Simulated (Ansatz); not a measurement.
## CsCl-type RuAl

Computed with r²SCAN+rVV10 in Ansatz (plane waves, PAW).

Settings: plane-wave cutoff 600 eV, 16×16×16 k mesh, Fermi–Dirac smearing 0.1 eV, finite displacements, no spin polarisation, scalar-relativistic PAW data made under PBE.

Cell (relaxed at this level):

AlRu is taken in the cubic space group Pm-3m (No. 221), the CsCl type structure, Pearson symbol cP2. Cell: a = 2.9760 Å, b = 2.9760 Å, c = 2.9760 Å, α = 90.00°, β = 90.00°, γ = 90.00°. Al on 1b has 8 Ru at 2.577 Å and 6 Al at 2.976 Å. Ru on 1a is surrounded by 8 Al at 2.577 Å and 6 Ru at 2.976 Å. (Neighbours: up to the widest gap in distance over summed covalent radii, below 1.35, at either atom.)

| Quantity | Result |
|---|---|
| TO(Γ) frequency | 328 cm⁻¹ |

Ansatz is a first-principles code.
